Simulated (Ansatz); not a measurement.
Start from Si in the diamond structure (space group Fd-3m, No. 227; a = 5.402 Å). Axes: x, y, z lie along the cube axes.

Structures relaxed with LDA/PAW in Ansatz (an electronic-structure program), without spin-orbit coupling.

Base:

Simulated powder pattern, Cu Kα1, λ = 1.54056 Å (kinematic, ideal powder, no thermal factors, no anomalous dispersion; the 8 strongest lines at most, above 2 %, up to 2θ = 90°):

```tsv
2θ (°)	I/Imax (%)	hkl
28.60	100	(111)
47.57	67	(220)
56.45	40	(311)
69.55	11	(400)
76.86	16	(331)
88.62	23	(422)
```

Now apply this change: tensile biaxial strain of 3.00 % in the plane normal to [001], as in epitaxy on a mismatched substrate; the out-of-plane cell vector and the atoms relax.

After the change:

Simulated powder pattern, Cu Kα1, λ = 1.54056 Å (kinematic, ideal powder, no thermal factors, no anomalous dispersion; the 8 strongest lines at most, above 2 %, up to 2θ = 90°):

```
2θ (°)  I/Imax (%)    hkl
------  ----------  -----
28.29          100  (111)
46.10           24  (220)
47.50           44  (202)
54.97           28  (311)
57.42           12  (113)
67.25          7.6  (400)
76.59           11  (313)
86.42           16  (422)
```

The indices refer to the base's conventional cell; one index is shown for lines that coincide. The space group is now I4_1/amd (No. 141).

No phonon test of stability was made.
